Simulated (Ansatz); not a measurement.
For ZnS (model structure, started from the NiAs type, P6₃/mmc, No. 194, 4 atoms in the cell), PBE (Ansatz, a quantum-chemistry and plane-wave program, plane waves, PAW) gives:

```
Quantity                    Value
-------------------  ------------
lattice parameter a       3.624 Å
c axis length             5.914 Å
cohesive energy      2.57 eV/atom
```

**Question.** What does r²SCAN+rVV10 (Ansatz, PAW) give for the same quantities?

**Answer.** 
- lattice constant a: 3.575 Å (falls by 1.4 %)
- lattice parameter c: 5.861 Å (shrinks by 0.9 %)
- cohesive energy: 3.05 eV/atom (grows by 0.48 eV/atom)

Changes are worked out from the printed values.

Unless a cell is named, each level is at its own relaxed cell (PBE 16.82, r²SCAN+rVV10 16.22 Å³/atom).

Ansatz's density-functional and Hartree–Fock values are scalar-relativistic unless marked +SOC, with PAW data made under PBE.

A model structure was made by putting elements into a prototype or built by hand; it is no filed structure, need not be a known phase, and can be a saddle point held by its symmetry.
